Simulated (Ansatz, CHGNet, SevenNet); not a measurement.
How the lattice parameter c of NbSi2 (P6₂22, No. 180) moves with the method

No measured value is used here.

```json
[
 {"level (code)": "CHGNet 0.3.0 (CHGNet)", "value (Å)": "6.579"},
 {"level (code)": "CHGNet-r²SCAN (CHGNet)", "value (Å)": "6.572"},
 {"level (code)": "SevenNet-0 (SevenNet)", "value (Å)": "6.616"},
 {"level (code)": "LDA (Ansatz)", "value (Å)": "(withheld)"},
 {"level (code)": "PBE (Ansatz)", "value (Å)": "6.612"},
 {"level (code)": "PBE-D3(BJ) (Ansatz)", "value (Å)": "(withheld)"},
 {"level (code)": "r²SCAN+rVV10 (Ansatz)", "value (Å)": "6.573"}
]
```

**Question.** Some entries are withheld; supply them.

**Answer.** 
- LDA (Ansatz, a quantum-chemistry and plane-wave program), value (Å): 6.534
- PBE-D3(BJ) (Ansatz), value (Å): 6.547

Cutoffs differ between the levels. Ansatz's density-functional and Hartree–Fock values are scalar-relativistic unless marked +SOC, with PAW data made under PBE.

Machine-learned potentials (CHGNet 0.3.0, CHGNet-r²SCAN, SevenNet-0) are trained on DFT data, which may include these solids.
